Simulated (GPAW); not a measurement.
## Input and output of a self-consistent single point for Mg (P6_3/mmc, 2 atoms in the cell) (GPAW)

Method of the run: PBE, GPAW PAW datasets PBE (gpaw-data 1.0.1) (plane waves; GPAW).

The input file:

```python
from ase import Atoms
from ase.units import GPa
from gpaw import GPAW

atoms = Atoms(['Mg', 'Mg'],
              cell=[[1.643520, -2.846660, 0.000000],
                    [1.643520, 2.846660, 0.000000],
                    [0.000000, 0.000000, 5.335040]],
              scaled_positions=[[0.333333, 0.666667, 0.250000],
                                [0.666667, 0.333333, 0.750000]],
              pbc=True)

calc = GPAW(mode={'name': 'pw', 'ecut': 800},
            xc='PBE',
            kpts={'size': (12, 12, 6), 'gamma': True},
            occupations={'name': 'fermi-dirac', 'width': 0.1},
            nbands=-6,
            symmetry={'symmorphic': False, 'tolerance': 0.0005},
            maxiter=100)

atoms.calc = calc

energy = atoms.get_potential_energy()
print('Energy (eV):', round(energy, 6))
forces = atoms.get_forces()
print('Forces (eV/Ang):')
print(forces.round(5))
stress = atoms.get_stress()
print('Stress (GPa, Voigt):', (stress / GPa).round(4))
```

Output, abridged:

```
Input parameters:
  kpts: {gamma: True,
         size: (12, 12, 6)}
  maxiter: 100
  mode: {ecut: 800,
         name: pw}
  nbands: -6
  occupations: {name: fermi-dirac,
                width: 0.1}
  symmetry: {symmorphic: False,
             tolerance: 0.0005}
  xc: PBE

species:
  Mg:
    name: Magnesium
    Z: 12.0
    valence: 10
    core: 2
    charge: 0.0
    file: Mg.PBE.gz

    # Using partial waves for Mg as LCAO basis

Reference energy: -10899.289777  # eV

Spin-paired calculation

Convergence criteria:
 Maximum [total energy] change in last 3 cyles: 0.0005 eV / valence electron
 Maximum integral of absolute [dens]ity change: 0.0001 electrons / valence electron
 Maximum integral of absolute [eigenst]ate change: 4e-08 eV^2 / valence electron
 Maximum number of scf [iter]ations: 100

Symmetries present (total): 24
Symmetries with fractional translations: 12
864 k-points: 12 x 12 x 6 Monkhorst-Pack grid + [1/24,1/24,1/12]
76 k-points in the irreducible part of the Brillouin zone
       k-points in crystal coordinates                weights
   0:    -0.00000000   -0.00000000    0.00000000          1/864
   1:    -0.00000000   -0.00000000    0.16666667          2/864
   2:    -0.00000000   -0.00000000    0.33333333          2/864
   [... 7 lines left out ...]
          ...
  75:     0.50000000    0.50000000    0.50000000          3/864

Wave functions: Plane wave expansion
  Cutoff energy: 800.000 eV
  Number of coefficients (min, max): 2538, 2598
  Pulay-stress correction: 0.000000 eV/Ang^3 (de/decut=0.000000)

Occupation numbers: Fermi-Dirac:
  width: 0.1000  # eV

Eigensolver

Densities:
  Coarse grid: 24*24*36 grid
  Fine grid: 48*48*72 grid
  Total Charge: 0.000000

Density mixing:
  Method: separate
  Backend: pulay
  Linear mixing parameter: 0.05
  old densities: 5
  Damping of long wavelength oscillations: 50

Hamiltonian:
  XC and Coulomb potentials evaluated on a 48*48*72 grid
  External potential:
    NoExternalPotential

XC parameters: PBE with 2 nearest neighbor stencil

Number of atoms: 2
Number of atomic orbitals: 16
Number of bands in calculation: 16
Number of valence electrons: 20
Bands to converge: occupied

Density initialized from atomic densities
  16 bands from LCAO basis set

Atomic positions and initial magnetic moments

Positions:
   0 Mg     1.643520    0.948889    1.333760    ( 0.0000,  0.0000,  0.0000)
   1 Mg     1.643520   -0.948889    4.001280    ( 0.0000,  0.0000,  0.0000)

Unit cell:
           periodic     x           y           z      points  spacing
  1. axis:    yes    1.643520   -2.846660    0.000000    24     0.1186
  2. axis:    yes    1.643520    2.846660    0.000000    24     0.1186
  3. axis:    yes    0.000000    0.000000    5.335040    36     0.1482

  Lengths:   3.287040   3.287040   5.335040
  Angles:   90.000000  90.000000 119.999998

Effective grid spacing dv^(1/3) = 0.1340

     iter     time        total  log10-change:
                         energy   eigst   dens
iter:   1 --:--:--    -3.146681
iter:   2 --:--:--    -3.189866   -0.11  -1.53
iter:   3 --:--:--    -3.206970   -1.75  -1.56
iter:   4 --:--:--    -3.213465   -2.20  -1.94
iter:   5 --:--:--    -3.213381c  -3.22  -2.89
iter:   6 --:--:--    -3.211914c  -3.84  -2.89
iter:   7 --:--:--    -3.211867c  -4.36  -3.05
iter:   8 --:--:--    -3.211754c  -4.50  -3.64
iter:   9 --:--:--    -3.211785c  -5.43  -3.43
iter:  10 --:--:--    -3.211782c  -6.87  -4.21c
iter:  11 --:--:--    -3.211779c  -6.71  -4.26c
iter:  12 --:--:--    -3.211779c  -7.73c -5.19c

Converged after 12 iterations.

Dipole moment: (-0.000000, 0.000000, -0.000000) |e|*Ang

Energy contributions relative to reference atoms: (reference = -10899.289777)

Kinetic:         -6.158483
Potential:       +7.734831
External:        +0.000000
XC:              -4.729392
Entropy (-ST):   -0.028293
Local:           -0.044587
SIC:             +0.000000
--------------------------
Free energy:     -3.225925
Extrapolated:    -3.211779

Showing only first 2 kpts
 Kpt  Band  Eigenvalues  Occupancy
  0     8     -3.51219    2.00000
  0     9      1.52102    2.00000
  0    10      1.82197    1.99999
  0    11     13.47786    0.00000

  1     8     -3.36488    2.00000
  1     9      0.10619    2.00000
  1    10      3.49563    0.02294
  1    11     12.92121    0.00000

Fermi level: 3.04999

No gap
No difference between direct/indirect transitions
Energy (eV): -3.211779

Forces in eV/Ang:
  0 Mg    0.00000   -0.00000   -0.00000
  1 Mg   -0.00000    0.00000    0.00000

Stress tensor:
     0.015125     0.000000     0.000000
    -0.000000     0.015125     0.000000
     0.000000     0.000000     0.018238
Stress (GPa, Voigt): [2.4233 2.4233 2.922  0.     0.     0.    ]
```

The run converged in 12 iterations. GPAW prints stress with tension positive.

The starting cell has typed, rounded lattice constants, without a prior relaxation at this level. Its lattice was rescaled by a random factor within 2.5 % of one.

Cost on one core of a shared machine: roughly 70 s.
